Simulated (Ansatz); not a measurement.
The starting structures come from a database of crystals and need not be the phases stable at ambient conditions.

Input:

```xyz
2
Lattice="5.1775 0.0000 0.0000 0.0000 7.3221 0.0000 2.5887 3.6610 2.5887" Properties=species:S:1:pos:R:3 pbc="T T T"
Cs     0.0000     0.0000     0.0000
Br     0.0000     3.6610     0.0000
```

Space group of this cell: Fm-3m, rock salt. The cell is taken as given.

Transport runs along the normal of the first two printed cell vectors, the (110) plane of the conventional cell.

The gap is the functional's own. No spin-orbit coupling. Mid-gap values are interpolated on the energy grid.

### Question
State the band gap and the smallest decay constant κ at mid-gap according to r2SCAN (Ansatz, a quantum-chemistry and plane-wave program).

### Answer
Gap 4.90 eV on a 12×12×12 mesh; κ = 0.379 1/Å, at the zone centre.
